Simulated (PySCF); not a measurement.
PySCF 2.14.0, CCSD (frozen core)/cc-pvdz: C=C(CN)[SiH2]Cl, 14 atoms. The geometry is a generated start, not checked to be a minimum at this level.

```json
{
 "task": "ccsd",
 "basis": "cc-pvdz",
 "two_electron_scheme": "exact four-centre integrals",
 "frozen_core": "true",
 "mf.init_guess": "minao (default)",
 "mf.DIIS": "CDIIS (default)",
 "mf.diis_space": "8 (default)",
 "mf.conv_tol": "1e-09 (default)",
 "basis functions (reference run)": "132"
}
```

On 4 threads, 1 BLAS thread. Build: conda-forge: OpenMP (GNU), OpenBLAS with its own threads, libcint, Libxc. One run each, on a shared machine, so no times are given.

Values of mol.max_memory tried: 8000 MB, 4000 MB, 2000 MB, 1000 MB, 500 MB, 300 MB, 200 MB.

Task: What happens as the memory setting falls?

Result: It runs down to 200 MB, the lowest tried, with the same result. At 8000 MB: SCF integrals in memory, transformation in memory. From 2000 MB down: SCF integrals in memory, transformation through a file. From 300 MB down: direct SCF, transformation through a file.

```
mol.max_memory                                                    path  peak memory
--------------  ------------------------------------------------------  -----------
8000 MB              SCF integrals in memory, transformation in memory      1.6 GiB
4000 MB              SCF integrals in memory, transformation in memory      1.6 GiB
2000 MB         SCF integrals in memory, transformation through a file      1.7 GiB
1000 MB         SCF integrals in memory, transformation through a file      1.6 GiB
500 MB          SCF integrals in memory, transformation through a file      1.6 GiB
300 MB                       direct SCF, transformation through a file      1.4 GiB
200 MB                       direct SCF, transformation through a file      1.4 GiB
```

Peak memory is the kernel's count for the largest process, libraries included and scratch files not. The peak passes the setting at 1000 MB, 500 MB, 300 MB, 200 MB: it is no hard cap.
